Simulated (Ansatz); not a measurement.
The starting structures come from a database of crystals and need not be the phases stable at ambient conditions.

 Where the default PAW files enter, the runs use the earlier of Ansatz's two default sets.

Evanescent states of Ba2NCl (R-3m, not sure to be the ambient phase, 4 atoms a cell, 28.3 Å³ an atom) along the normal of (101)

The numbers are results of r2SCAN (plane waves, PAW; Ansatz, a first-principles code), not measurements.

The gap is the functional's own. No spin-orbit coupling. Mid-gap values are interpolated on the energy grid.

Energies count from the valence-band top; κ is the least over a 8×4 mesh across the current.

```json
[
 {"E (eV)": "0.04", "κ (1/Å)": "0.099", "where": "off Γ"},
 {"E (eV)": "0.12", "κ (1/Å)": "0.163", "where": "off Γ"},
 {"E (eV)": "0.20", "κ (1/Å)": "0.203", "where": "off Γ"},
 {"E (eV)": "0.28", "κ (1/Å)": "0.231", "where": "off Γ"},
 {"E (eV)": "0.36", "κ (1/Å)": "0.253", "where": "off Γ"},
 {"E (eV)": "0.44", "κ (1/Å)": "0.261", "where": "Γ"},
 {"E (eV)": "0.52", "κ (1/Å)": "0.261", "where": "Γ"},
 {"E (eV)": "0.60", "κ (1/Å)": "0.260", "where": "Γ"},
 {"E (eV)": "0.68", "κ (1/Å)": "0.257", "where": "off Γ"},
 {"E (eV)": "0.76", "κ (1/Å)": "0.241", "where": "off Γ"},
 {"E (eV)": "0.84", "κ (1/Å)": "0.223", "where": "off Γ"},
 {"E (eV)": "0.92", "κ (1/Å)": "0.203", "where": "off Γ"},
 {"E (eV)": "1.00", "κ (1/Å)": "0.180", "where": "off Γ"},
 {"E (eV)": "1.08", "κ (1/Å)": "0.153", "where": "off Γ"},
 {"E (eV)": "1.16", "κ (1/Å)": "0.119", "where": "off Γ"},
 {"E (eV)": "1.24", "κ (1/Å)": "0.069", "where": "off Γ"}
]
```

Problem. How thick must the barrier be to attenuate the transmission by 10^8 when the electrodes' Fermi level lies at 1.24 eV, and what attenuation does that film give at 0.28 eV?

Solution. d = 8 ln 10 / (2 × 0.069) = 133.5 Å. At 0.28 eV it gives 8 × 0.231/0.069 = 26.8 decades.
